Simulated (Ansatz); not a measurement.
The starting structures come from a database of crystals and need not be the phases stable at ambient conditions.

 Where the default PAW files enter, the runs use the earlier of Ansatz's two default sets.

Tunnelling through a barrier is set by its complex band structure: the current falls as exp(−2κd) with the smallest κ.

```xyz
4
Lattice="4.0113 0.0000 0.0000 2.0057 6.6475 0.0000 2.0057 0.6051 3.5234" Properties=species:S:1:pos:R:3 pbc="T T T"
Al     6.0170     0.6098     3.5226
Ga     4.0113     3.6237     1.7622
As     2.0057     4.2334     0.4399
As     4.0113     1.2038     2.2031
```

Space group of this cell: Cm. The cell is strained (lengths along the current scaled by 1.03, ions clamped); by r2SCAN its mean pressure is -2.0 GPa.

Transport runs along the normal of the first two printed cell vectors.

No gap correction and no spin-orbit coupling; mid-gap values are interpolated between computed energies.

Compute, with r2SCAN (Ansatz, a first-principles code), the band gap and the smallest decay constant κ at mid-gap.

Gap 1.05 eV on a 10×10×10 mesh; κ = 0.071 1/Å, at the zone centre.
